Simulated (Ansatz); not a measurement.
MgF2: pressure series

Base system: MgF2 in the rutile structure (space group P4_2/mnm, No. 136; a = 4.639 Å, c = 3.062 Å).

Cell and atoms are relaxed at each pressure.

Levels (all Ansatz, an electronic-structure program, PAW): PBEsol (420 eV, scalar-relativistic without spin-orbit coupling); HSE06 (420 eV, without spin-orbit coupling).

Band gaps by level, all at the geometries relaxed with PBEsol:

```csv
case,PBEsol,HSE06
base,6.89 eV,9.38 eV
pressure 0.3 GPa,6.91 eV,9.40 eV
pressure 0.7 GPa,6.94 eV,9.43 eV
pressure 1.5 GPa,6.99 eV,9.48 eV
pressure 3 GPa,7.08 eV,9.58 eV
pressure 5 GPa,7.20 eV,9.71 eV
pressure 7.5 GPa,7.34 eV,9.86 eV
pressure 10 GPa,7.47 eV,10.00 eV
```

Single points use the geometry relaxed with PBEsol. Load acts through the strain it causes; cell and atoms are relaxed under it. No phonon test of stability was made. Competing high-pressure phases were not computed. The base started in Pnnm and relaxed to P4_2/mnm at this level.
